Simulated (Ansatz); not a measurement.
The reference is ZrSi in the rock salt structure (space group Fm-3m, No. 225; a = 5.3973 Å; a hypothetical phase, not in the database extracts checked; relaxed with 0.1 eV smearing). Axes: x, y, z lie along the cube axes.

Method: Ansatz (an electronic-structure program), PBE, PAW, cutoff 420 eV, no spin-orbit coupling, earlier PAW set.

For the base:

The volume per atom is 19.65 Å³.

Now apply this change: biaxial strain −2.73 %, plane normal [110], relaxed out of plane (Cartesian); in-plane vectors clamped, the third vector and the atoms free.

### Question
How does this affect the in-plane stress?

### Answer
The mean in-plane stress (compression positive) amounts to +5.4 GPa.

### Question
What does the calculation give for the volume per atom after the change?

### Answer
The volume per atom falls by 0.566 Å³ (19.65 Å³ → 19.09 Å³).

Whether these cells are dynamically stable was not tested. All final runs are without spin polarisation.
